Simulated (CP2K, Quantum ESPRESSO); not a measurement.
A Quantum ESPRESSO input for a self-consistent single point of PbF4 (I4/mmm, 5 atoms in the cell) (DFT, LDA (PZ), plane waves, GBRV 1.5 ultrasoft (LDA) pseudopotentials):

```fortran
&control
   calculation = 'scf'
   prefix = 'run'
   outdir = './tmp/'
   pseudo_dir = './'
   tprnfor = .true.
   tstress = .true.
/
&system
   ibrav = 0
   celldm(1) = 9.51298752
   nat = 5
   ntyp = 2
   ecutwfc = 40
   ecutrho = 200
   occupations = 'fixed'
   nbnd = 23
/
&electrons
   conv_thr = 1.0d-10
   mixing_beta = 0.5
/
ATOMIC_SPECIES
Pb   207.2000  pb_lda_v1.uspp.F.UPF
F     18.9984  f_lda_v1.4.uspp.F.UPF
CELL_PARAMETERS alat
  -0.43207444     0.43207444     0.79159545
   0.43207444    -0.43207444     0.79159545
   0.43207444     0.43207444    -0.79159545
ATOMIC_POSITIONS angstrom
Pb    0.00000000    0.00000000    0.00000000
F     0.00000000    0.00000000    5.96265974
F     0.00000000    0.00000000    2.00721226
F     0.00000000    2.17508700    0.00000000
F     2.17508700    0.00000000    0.00000000
K_POINTS automatic
6 6 6  0 0 0
```

Give the CP2K input for the same structure, mesh, smearing and functional.

This is the input that was run; spellings and numerical settings could be chosen otherwise.

```
&GLOBAL
  PROJECT calc
  RUN_TYPE ENERGY_FORCE
  PRINT_LEVEL LOW
&END GLOBAL
&FORCE_EVAL
  METHOD Quickstep
  STRESS_TENSOR ANALYTICAL
  &DFT
    BASIS_SET_FILE_NAME BASIS_MOLOPT_UZH
    POTENTIAL_FILE_NAME POTENTIAL_UZH
    &QS
      METHOD GPW
      EPS_DEFAULT 1E-10
    &END QS
    &MGRID
      CUTOFF 550
      REL_CUTOFF 60
      NGRIDS 5
    &END MGRID
    &SCF
      SCF_GUESS ATOMIC
      EPS_SCF 1E-7
      MAX_SCF 100
      ADDED_MOS 6
      &DIAGONALIZATION
        ALGORITHM STANDARD
      &END DIAGONALIZATION
      &MIXING
        METHOD BROYDEN_MIXING
        ALPHA 0.3
        NBUFFER 10
        BETA 1
      &END MIXING
    &END SCF
    &KPOINTS
      SCHEME MACDONALD 6 6 6 0.08333333333 0.08333333333 0.08333333333
    &END KPOINTS
    &XC
      &XC_FUNCTIONAL PADE
      &END XC_FUNCTIONAL
    &END XC
    &PRINT
      &MO
        EIGENVALUES T
        OCCUPATION_NUMBERS T
        NDIGITS 8
        FILENAME mo
        &EACH
          QS_SCF 0
        &END EACH
        ADD_LAST NUMERIC
      &END MO
      &MULLIKEN OFF
      &END MULLIKEN
    &END PRINT
  &END DFT
  &SUBSYS
    &CELL
      A 5.03405600 0.00000000 0.00000000
      B 1.27485800 4.86995500 0.00000000
      C -3.15445700 -2.43497700 3.07603800
      PERIODIC XYZ
    &END CELL
    &COORD
      Pb       0.00000000     0.00000000     0.00000000
      F        4.72001401     3.64345683     0.00000000
      F        1.58889999     1.22649817     0.00000000
      F        0.93979950    -1.21748850     1.53801900
      F       -0.93979950     1.21748900     1.53801900
    &END COORD
    &KIND Pb
      BASIS_SET DZVP-MOLOPT-PBE-GTH-q4
      POTENTIAL GTH-PBE-q4
    &END KIND
    &KIND F
      BASIS_SET DZVP-MOLOPT-PBE-GTH-q7
      POTENTIAL GTH-PBE-q7
    &END KIND
  &END SUBSYS
  &PRINT
    &FORCES ON
    &END FORCES
    &STRESS_TENSOR ON
    &END STRESS_TENSOR
  &END PRINT
&END FORCE_EVAL
```

Basis settings and potentials, where a program has them, do not carry over. This input uses DFT LDA (Pade form), GPW, DZVP-MOLOPT-PBE-GTH basis, GTH-PBE potentials (POTENTIAL_UZH). LDA parametrisations can differ slightly between programs.

The starting cell comes from a database of computed structures (which also holds hypothetical and non-ambient phases and stackings), without a prior relaxation at this level. Its lattice was rescaled by a random factor within 2.5 % of one.
